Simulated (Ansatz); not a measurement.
Abridged Ansatz (a quantum-chemistry and plane-wave program) output:

```
Pseudopotential: W, paw, valence charge 14
Pseudopotential: Si, paw, valence charge 4
Crystal: 3 atoms, lattice volume = 41.018 Å³
Basis set: ecut = 420 eV, 793 PW (Γ), exchange–correlation on 64×64×64 points (8 copies of the dense FFT grid, shifted against one another)
Bands: 15, of which v1, the nominal top of the filled ones, is band 11 counted from 1 (10 counted from 0)
Symmetry: 16 space group operations
k-points: 641 of 8000
Functional: x = pbe(κ = 0.804, μ = 0.2195149727645171), c = pbe(β = 0.06672455060314922)
SCF iter   1: F=—  HF=-11657.461357 eV  |F-HF|=—  |Δ(HF+E_count)|=         —  Δρ=3.35e-3  dr2=1.82e-3  ethr=1.77e-3  ⟨swp⟩=5.4  Hψ=56348  notcnv=0
SCF iter   2: F=—  HF=-11657.461743 eV  |F-HF|=—  |Δ(HF+E_count)|=   3.86e-4  Δρ=1.92e-3  dr2=7.02e-4  ethr=8.27e-6  ⟨swp⟩=1.1  Hψ=14841  notcnv=0
SCF 1 converged in 7 iterations: F = -11657.461890 eV  dr2 = 1.65e-11
SCF converged after 7 iterations
Free energy (F): -11657.461890 eV
Internal energy: -11657.459852 eV  (E = F + TS)
E sigma→0 (E₀):  -11657.460871 eV
Entropy (-TS):   -0.002038 eV (-0.679 meV/atom)
Fermi energy:    16.463788 eV
--- Forces (eV/Å), atoms counted from 1 ---
  atom   1  W      0.00000000     0.00000000     0.00000000
  atom   2  Si    -0.00000000     0.00000000     0.00000956
  atom   3  Si    -0.00000000    -0.00000000    -0.00000956
--- Stress (GPa, compression-positive) ---
        0.000660      -0.000000       0.000000
       -0.000000       0.000660       0.000000
        0.000000       0.000000      -0.001846
  P = ⅓ Tr σ = -0.0002 GPa (-0.002 kbar)
```

Q: What was computed, and what are the main results?

A: WSi2, 3 atoms in the cell, with PBE (Ansatz), no SOC. The last SCF converged to F = -11657.461890 eV, or -3885.8206 eV per atom, at a pressure of 0.00 GPa. The total energy compares only with runs of the same code, potentials and settings.

No phonon test of stability was made. The final runs are not spin-polarised. The cell is WSi₂ (space group I4/mmm, No. 139).
